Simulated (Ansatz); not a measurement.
# HgSb2O6 (space group P-31m, No. 162; a cell from a computed database, its experimental status unchecked)

```cif
data_HgO6Sb2
_chemical_formula_sum 'Hg1 Sb2 O6'
_space_group_name_H-M_alt 'P-31m'
_space_group_IT_number 162
_space_group_name_Hall '-P 3 2'
_cell_length_a 5.30884
_cell_length_b 5.30884
_cell_length_c 4.89756
_cell_angle_alpha 90.000
_cell_angle_beta 90.000
_cell_angle_gamma 120.000
loop_
_atom_site_label
_atom_site_type_symbol
_atom_site_symmetry_multiplicity
_atom_site_Wyckoff_symbol
_atom_site_fract_x
_atom_site_fract_y
_atom_site_fract_z
_atom_site_occupancy
Hg1 Hg 1 a 0.00000 0.00000 0.00000 1
Sb1 Sb 2 d 0.33333 0.66667 0.50000 1
O1 O 6 k 0.37034 0.37034 0.72337 1
```

The values are results of PBEsol (Ansatz, a quantum-chemistry and plane-wave program; PAW; 420 eV plane waves; no SOC), earlier PAW set, not measurements. k-mesh 7×7×7 (Γ-centred); smearing 0.05 eV (Fermi–Dirac).

```yaml
volume_per_atom: 13.28 Å³
density: 7.50 g/cm³
band_gap: "0.53 eV (uncertain: the edges found on the path are not clean extrema)"
total_energy: -3316.301 eV/atom (σ→0; compares only within this code and set-up)
```

Spin-orbit coupling, missing from the scalar runs, can matter with Hg and Sb. Stability against distortions was not tested.
